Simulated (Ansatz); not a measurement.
The starting structures come from a database of crystals and need not be the phases stable at ambient conditions.

 Where the default PAW files enter, the runs use the earlier of Ansatz's two default sets.

The decay constant κ of evanescent states in the gap governs leakage through a thin film.

Consider the following.

```
CELL_PARAMETERS angstrom
      5.15595     0.00000     0.00000
      0.00000     5.18428     0.00000
      0.00000    -0.89897     5.17202
ATOMIC_POSITIONS crystal
  Sc 0.52751 0.69219 0.28775
  Sc 0.47249 0.30781 0.71225
  Sc 0.02751 0.30781 0.21225
  Sc 0.97249 0.69219 0.78775
  O  0.25371 0.54410 0.01216
  O  0.74629 0.45590 0.98784
  O  0.75371 0.45590 0.48784
  O  0.24629 0.54410 0.51216
  F  0.67469 0.94311 0.65783
  F  0.32531 0.05689 0.34217
  F  0.17469 0.05689 0.84217
  F  0.82531 0.94311 0.15783
```

Space group of this cell: P2_1/c. The cell is taken as given; by r2SCAN its mean pressure is -1.0 GPa.

Transport runs along the normal of the first two printed cell vectors.

The gap is the functional's own. No spin-orbit coupling. Mid-gap values are interpolated on the energy grid.

**Question.** Estimate the band gap and the smallest decay constant κ at mid-gap that r2SCAN (Ansatz, a program for electronic structure) returns for this system.

**Answer.** Gap 5.02 eV on a 6×6×6 mesh; κ = 0.449 1/Å, at the zone centre.
